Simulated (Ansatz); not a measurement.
We consider CsCl-type CuZn, described by r²SCAN (plane waves, PAW; Ansatz, a quantum-chemistry and plane-wave program).

Settings: plane-wave cutoff 600 eV, 16×16×16 k mesh, Fermi–Dirac smearing 0.1 eV, finite displacements, no spin polarisation, scalar-relativistic PAW data made under PBE.

The cell has the measured lattice parameters. Conventional cell: a = 2.9575 Å, b = 2.9575 Å, c = 2.9575 Å, α = 90.00°, β = 90.00°, γ = 90.00°.

Harmonic phonon frequencies (cm⁻¹; i marks an imaginary mode):

```csv
q point,frequencies
Γ,0 0 0 190 190 190
X,138 138 139 139 145 169
M,30 30 146 154 213 213
```

No imaginary mode appears at these points.

Note: the cell isn't this level's own, so it is under some stress, which shifts stiffness and frequencies.
